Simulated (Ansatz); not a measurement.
Worked example: self-consistent single point of GaCuSe₂ (I-42d, 8 atoms in the cell) in Ansatz (a first-principles code).

Computed with PBE, PAW files (plane waves; Ansatz).

```
CELL_PARAMETERS angstrom
     -2.80053     2.80053     5.55350
      2.80053    -2.80053     5.55350
      2.80053     2.80053    -5.55350
ATOMIC_POSITIONS crystal
  Ga 0.25000 0.75000 0.50000
  Ga 0.50000 0.50000 0.00000
  Cu 0.75000 0.25000 0.50000
  Cu 0.00000 0.00000 0.00000
  Se 0.12122 0.12500 0.49622
  Se 0.87500 0.37122 0.99622
  Se 0.62878 0.62500 0.50378
  Se 0.37500 0.87878 0.00378
```

Reference input (self-consistent single point, DFT, PBE, plane waves, PAW files): basis.ecutwfc = 30.9 Ry; kpoints.mp_grid.grid = 4 4 4; hamiltonian.xc = pbe; hamiltonian.pseudopotentials = {kind: paw} (the program's default PAW files); scf.occupations.method = gaussian; scf.occupations.width = 0.0073 Ry. This run's input differs from it in these lines:

Ansatz 0.2 input:
```diff
@@ -15,3 +15,3 @@
 basis:
-  ecutwfc: 30.9 Ry
+  ecutwfc: 24.6 Ry
 kpoints:
```

Log, with long lists cut:

```
SCF iter   1: F=—  HF=-42697.559177 eV  |F-HF|=—  |Δ(HF+E_count)|=         —  Δρ=5.61e-2  dr2=4.02e0  ethr=3.10e-3  ⟨swp⟩=5.5  Hψ=3218  notcnv=0  defer=7
all-band conjugate gradients solve this SCF's bands
preconditioner: auto → Resta (q_TF=auto, 2.592 Å⁻¹)
SCF iter   2: F=—  HF=-42696.844840 eV  |F-HF|=—  |Δ(HF+E_count)|=   7.14e-1  Δρ=4.65e-2  dr2=2.00e0  ethr=3.10e-3  ⟨swp⟩=2.2  Hψ=1559  notcnv=0  defer=88
   [... lines left out ...]
SCF iter   8: F=—  HF=-42696.452639 eV  |F-HF|=—  |Δ(HF+E_count)|=   3.05e-4  Δρ=3.33e-4  dr2=1.32e-4  ethr=1.54e-6  ⟨swp⟩=2.0  Hψ=1641  notcnv=0  defer=88
SCF iter   9: F=—  HF=-42696.452810 eV  |F-HF|=—  |Δ(HF+E_count)|=   1.70e-4  Δρ=1.48e-4  dr2=3.59e-5  ethr=1.03e-7  ⟨swp⟩=2.0  Hψ=1252  notcnv=0  defer=88
SCF iter  10: F=—  HF=-42696.452816 eV  |F-HF|=—  |Δ(HF+E_count)|=   6.65e-6  Δρ=4.32e-5  dr2=2.82e-6  ethr=2.81e-8  ⟨swp⟩=2.0  Hψ=1236  notcnv=0  defer=88
SCF iter  11: F=-42696.452818 eV  HF=-42696.452818 eV  |F-HF|=4.33e-8  |Δ(HF+E_count)|=   1.47e-6  Δρ=4.99e-6  dr2=5.70e-8  ethr=7.81e-11  ⟨swp⟩=8.8  Hψ=4977  notcnv=0
SCF 1 converged in 11 iterations: F = -42696.452818 eV  dr2 = 5.70e-8
Free energy (F): -42696.452818 eV
Internal energy: -42696.452062 eV  (E = F + TS)
E sigma→0 (E₀):  -42696.452440 eV
Entropy (-TS):   -0.000756 eV (-0.094 meV/atom)
Fermi energy:    8.627180 eV
--- Forces (eV/Å), atoms counted from 1 ---
  atom   1  Ga    -0.00000000     0.00000000     0.00000000
  atom   2  Ga    -0.00000000     0.00000000    -0.00000000
  atom   3  Cu    -0.00000000     0.00000000     0.00000000
  atom   4  Cu    -0.00000000    -0.00000000     0.00000000
  atom   5  Se     0.00000000    -0.15050970     0.00000000
  atom   6  Se    -0.15050970     0.00000000     0.00000000
  atom   7  Se     0.00000000     0.15050970     0.00000000
  atom   8  Se     0.15050970     0.00000000     0.00000000
--- Stress (GPa, compression-positive) ---
        2.705449      -0.000000       0.000000
       -0.000000       2.705449       0.000000
        0.000000      -0.000000       2.630181
  P = ⅓ Tr σ = 2.6804 GPa (26.804 kbar)
  The stress holds the Pulay correction. Without it, at fixed plane waves, as pw.x and ABINIT print it: P = 1.7223 GPa
```

The run converged in 11 iterations. Against the reference run the free energy rises by 9.3 meV/atom, the pressure moves little (2.64 to 2.68 GPa) and the largest force goes from 0.159 to 0.151 eV/Å.

The starting cell comes from a database of computed structures (which also holds hypothetical and non-ambient phases and stackings), without a prior relaxation at this level. Its lattice was rescaled by a random factor within 2.5 % of one. Spin polarisation is off. Ansatz's pressure includes its estimate of the finite-basis (Pulay) stress. Without the estimate this run gives 1.72 GPa. The cutoff lies below the one recommended for these files. A gap is left out here, as mesh or smearing make it unsure.
